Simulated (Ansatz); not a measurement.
**What Li interstitial (started 1.45 Å from the nearest host atom) does to C**

The parent structure is an 8-atom supercell of C in the diamond structure (space group Fd-3m, No. 227; a = 3.560 Å) at its relaxed geometry.

It is then changed as follows: a neutral Li interstitial (started 1.45 Å from the nearest host atom), atoms relaxed at fixed cell, starting from a slightly rattled geometry.

Calculations: r2SCAN/PAW in Ansatz (an electronic-structure program), no SOC. Settings: 7×7×7 k-points, 0.01 eV Fermi–Dirac smearing.

The pressure goes from zero to 63.4 GPa and the largest displacement of a host atom from its site in the perfect cell amounts to 0.07 Å. The final site of the added atom amounts to 10 C at 1.61–1.78 Å.

The magnetic state is the one reached from the starting moments; the real material's order can differ, and small cells can't hold many antiferromagnetic ones. In so small a cell the defect repeats every few ångströms: this is an ordered compound, not a dilute defect. The mesh was chosen for an insulator and is coarse for the gapless case. Seeded moments were not kept for Li interstitial (started 1.45 Å from the nearest host atom). The defect cell is spin-polarised and ends with 0.0 μB.
